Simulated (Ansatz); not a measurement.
Ansatz (a program for electronic structure) run on MoS₂ (R3m, 3 atoms in the cell): relaxation of the atoms.

Method: PBE (plane waves, PAW; Ansatz).

The change in words: one atom moved by 0.15 angstrom; relax: default → atoms; relax.f_tol: default → 0.05 eV/Å. Reference geometry:
```
CELL_PARAMETERS angstrom
      1.60011     0.92382     6.51451
     -1.60011     0.92382     6.51451
      0.00000    -1.84765     6.51451
ATOMIC_POSITIONS crystal
  Mo 0.99978 0.99978 0.99978
  S  0.41294 0.41294 0.41294
  S  0.25330 0.25330 0.25330
```

Reference input (self-consistent single point, DFT, PBE, plane waves, default PAW files): basis.ecutwfc = 420 eV; kpoints.mp_grid.grid = 9 9 9; hamiltonian.xc = pbe; hamiltonian.pseudopotentials = {kind: paw} (the program's default PAW files); scf.occupations.method = fermi_dirac; scf.occupations.width = 0.01 eV. This run's input differs from it in these lines:

```diff
@@ -6,3 +6,3 @@
   atoms:
-    - { symbol: Mo, position: [0.999780, 0.999780, 0.999780] }
+    - { symbol: Mo, position: [1.007455, 1.007455, 1.007455] }
     - { symbol: S, position: [0.412937, 0.412937, 0.412937] }
@@ -18,2 +18,4 @@
   occupations: { method: fermi_dirac, width: 0.01 }
+relax:
+  f_tol: 0.05
 output:
```

Output, abridged:

```
   [... SCF lines of the steps left out ...]
relax step   1: F+E_penalty+E_count = -6762.48133086 eV  Δ(F+E_penalty+E_count) = +0.000e0 eV  max|allowed force component| = 4.271e0 eV/Å  Δτ_max = 0.0000 Å  (6 SCF iters, dr2 threshold 6.25e-5 eV, accepted)
relax step   2: F+E_penalty+E_count = -6762.76907697 eV  Δ(F+E_penalty+E_count) = -2.877e-1 eV  max|allowed force component| = 1.164e0 eV/Å  Δτ_max = 0.1249 Å  (7 SCF iters, dr2 threshold 1.00e-4 eV, accepted)
relax step   3: F+E_penalty+E_count = -6762.80188821 eV  Δ(F+E_penalty+E_count) = -3.281e-2 eV  max|allowed force component| = 2.496e-1 eV/Å  Δτ_max = 0.0526 Å  (7 SCF iters, dr2 threshold 8.47e-5 eV, accepted)
relax step   4: F+E_penalty+E_count = -6762.80506118 eV  Δ(F+E_penalty+E_count) = -3.173e-3 eV  max|allowed force component| = 2.234e-2 eV/Å  Δτ_max = 0.0141 Å  (6 SCF iters, dr2 threshold 3.90e-6 eV, accepted)
relax step   5: F+E_penalty+E_count = -6762.80506117 eV  Δ(F+E_penalty+E_count) = +5.590e-9 eV  max|allowed force component| = 2.260e-2 eV/Å  Δτ_max = 0.0000 Å  (2 SCF iters, accepted)
the relaxation is at rest under the 6 symmetry operations that the run kept from its start: a minimum is not shown …
Stability not checked: this state was not tested for a lower state beside it, because too few of the mixer's solves of this state at the end of the SCF gave a …
Free energy (F): -6762.805061 eV
Internal energy: -6762.805061 eV  (E = F + TS)
E sigma→0 (E₀):  -6762.805061 eV
Fermi energy:    10.112664 eV
--- Forces (eV/Å), atoms counted from 1 ---
  atom   1  Mo    -0.00000000    -0.00000000    -0.02265924
  atom   2  S     -0.00000000     0.00000000     0.02204206
   [... lines left out ...]
  F+E_penalty+E_count = -6762.80506117 eV   max|allowed force component| = 2.260e-2 eV/Å
  atoms:
    - { symbol: Mo, position: [1.0023640795806827, 1.0023640795806827, 1.0023640795806827] }
    - { symbol: S, position: [0.4152321029810366, 0.4152321029810366, 0.41523210298103663] }
    - { symbol: S, position: [0.25609881743828083, 0.25609881743828083, 0.25609881743828083] }
```

The run converged. 

Summary of the result:
```
Item                                                      Value
------------------------------------------------  -------------
Free energy E − TS (on the zero of these files)   -6762.8051 eV
Top of the valence band (on the code's own zero)        9.60 eV
Gap on the k-point mesh                                 1.05 eV
Pressure                                              -0.25 GPa
Largest force (vector length)                        0.023 eV/Å
Relaxation steps                                              5
```

The starting cell comes from a database of computed structures (which also holds hypothetical and non-ambient phases and stackings), without a prior relaxation at this level. Its lattice was rescaled by up to half a per cent. For this run, on top of that: one atom moved by 0.15 angstrom. The relaxation keeps the symmetry of its start, so its end need not be a minimum. Ansatz's pressure includes its estimate of the finite-basis (Pulay) stress.

Keys are those of Ansatz 0.2.
